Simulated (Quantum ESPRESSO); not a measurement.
Cost against accuracy: K_POINTS for SnAs (Fm-3m, 2 atoms in the cell)

```
SnAs
1.0
   -2.87687     0.00000     2.87687
    0.00000     2.87687     2.87687
   -2.87687     2.87687     0.00000
Sn As
1 1
Direct
  0.50000   0.50000   0.50000
  0.00000   0.00000   0.00000
```

Method of the run: PBEsol, PseudoDojo standard norm-conserving (PBESOL) pseudopotentials (plane waves; Quantum ESPRESSO).

Base settings: ecutwfc = 85 Ry; occupations = smearing; smearing = methfessel-paxton; degauss = 0.019992 Ry; potentials = {Sn: Sn.upf, As: As.upf}; K_POINTS = automatic 8 8 8 0 0 0; conv_thr = 1e-10 Ry.

Misses are taken against the tightest run, automatic 19 19 19 0 0 0, which need not be fully converged itself. The energy is the free energy per atom.

The count of work is k-points × plane waves × bands × iterations; it is no time, and leaves out set-up, grids and terms that scale otherwise. Core times come from one kind of shared machine and are given to one figure; runs under 30 s give none.

The starting cell comes from a database of computed structures (which also holds hypothetical and non-ambient phases and stackings), without a prior relaxation at this level.

```tsv
K_POINTS	energy less reference (meV/atom)	pressure less reference (GPa)	count of work / reference	core time / reference (rough)
automatic 1 1 1 0 0 0	5853.15	69.51	0.0051	–
automatic 2 2 2 0 0 0	965.48	7.68	0.015	–
automatic 3 3 3 0 0 0	97.67	1.77	0.018	–
automatic 4 4 4 0 0 0	-6.65	-0.55	0.036	–
automatic 5 5 5 0 0 0	20.39	-0.30	0.051	–
automatic 6 6 6 0 0 0	22.83	-0.14	0.073	–
automatic 7 7 7 0 0 0	20.14	0.04	0.091	0.2
automatic 8 8 8 0 0 0	17.09	0.08	0.15	0.2
automatic 10 10 10 0 0 0	4.37	0.00	0.21	0.3
automatic 11 11 11 0 0 0	-1.02	-0.04	0.25	0.4
automatic 13 13 13 0 0 0	-2.18	-0.04	0.38	0.6
automatic 16 16 16 0 0 0	0.64	-0.01	0.66	0.7
automatic 19 19 19 0 0 0	0.00	0.00	1.0	1
```

Coarsest setting among those run that, with all tighter ones, holds the energy within 5 meV/atom of the reference: automatic 10 10 10 0 0 0, off by 4.4 meV/atom; it needs 0.21 of the reference's count of work and about 0.3 of the reference's time.

Coarsest setting among those run that, with all tighter ones, holds the energy within 2 meV/atom of the reference: automatic 16 16 16 0 0 0, off by 0.64 meV/atom; its saving against the reference is no more than about a factor of 2 in the count of work. The coarser automatic 11 11 11 0 0 0 also lies inside, but a setting between leaves the range again, so that is luck.

The step from automatic 3 3 3 0 0 0 to automatic 5 5 5 0 0 0: it takes the miss in the energy from 98 to 20 meV/atom, for 2.8 times the count of work.
